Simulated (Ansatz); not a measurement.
The starting structures come from a database of crystals and need not be the phases stable at ambient conditions.

The decay constant κ of evanescent states in the gap governs leakage through a thin film.

Consider the following.

```
CELL_PARAMETERS angstrom
      7.48361     0.00000     0.00000
     -3.74180     6.48099     0.00000
      3.74180     2.16033     6.11034
ATOMIC_POSITIONS crystal
  Ca 0.25000 0.87500 0.37500
  Ca 0.75000 0.37500 0.87500
  Ca 0.25000 0.37500 0.37500
  Ca 0.75000 0.37500 0.37500
  Nb 0.25000 0.37500 0.87500
  Nb 0.75000 0.87500 0.37500
  Nb 0.25000 0.87500 0.87500
  Nb 0.75000 0.87500 0.87500
  O  0.00000 0.50000 0.50000
  O  0.50000 0.25000 0.25000
  O  0.38520 0.19260 0.80740
  O  0.88520 0.94260 0.55740
  O  0.61480 0.80740 0.19260
  O  0.11480 0.55740 0.94260
  O  0.00000 0.19260 0.80740
  O  0.50000 0.94260 0.55740
  O  0.00000 0.80740 0.19260
  O  0.50000 0.55740 0.94260
  O  0.00000 0.80740 0.80740
  O  0.50000 0.55740 0.55740
  O  0.00000 0.19260 0.19260
  O  0.50000 0.94260 0.94260
```

Space group of this cell: Fd-3m. The cell is taken as given; by r2SCAN its mean pressure is -7.6 GPa.

Transport runs along the normal of the first two printed cell vectors, the (111) plane of the conventional cell.

The gap is the functional's own, uncorrected, and κ follows it; spin-orbit coupling is left out. Mid-gap values are interpolated between the computed energies.

Question: Compute, with r2SCAN run with Ansatz (a first-principles code), the band gap and the smallest decay constant κ at mid-gap.

Answer: Gap 1.78 eV on a 6×6×6 mesh; κ = 0.275 1/Å, at the zone centre.
